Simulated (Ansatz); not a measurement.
System: Sn-vacancy pair (Sn on one host Mo site, one Mo site vacant) in bcc Mo (neutral cell). The step: Sn and the vacancy change places (Sn-vacancy distance between ideal sites 2.74 Å throughout); the atom moves 2.14 Å along (0.39, 0.39, 0.40) of the unit cell; the moving atom starts with neighbours 3 Mo at 2.76, 2 Mo at 2.88, Mo at 2.89, 3 Mo at 3.01, Mo at 3.04, 3 Mo at 3.33 Å and ends with 3 Mo at 2.76, 2 Mo at 2.88, Mo at 2.89, 3 Mo at 3.01, Mo at 3.04, 3 Mo at 3.33 Å. DFT values are from Ansatz (plane-wave PAW, 420 eV unless said) in a cell of 36 host sites, spin-restricted, static, with no finite-size correction. Forms of the defect that were not tried may lie lower. For the PBE band: the saddle point's order was not checked, and it lies on a symmetry element of the cell, where a band can be held.

```csv
Level,Forward barrier (eV),Cost of the band or of the saddle's single point
"CHGNet universal potential (has no charge state), its own band",0.41,-
"PBE, a 2×2×3 k-point mesh shifted by half a step, band relaxed",0.44,around 27 core-minutes (rough)
"PBE, a 3×3×5 k-point mesh shifted by half a step, same geometries",0.44,around 4 core-minutes (rough)
"r2SCAN at 500 eV, a 2×2×3 k-point mesh shifted by half a step, same geometries",(withheld),about 3 core-minutes (a rough figure)
```

Problem. Fill in the missing entries.

Solution. 
- r2SCAN at 500 eV, a 2×2×3 k-point mesh shifted by half a step, same geometries, Forward barrier (eV): 0.57

Ansatz is a quantum-chemistry and plane-wave program.
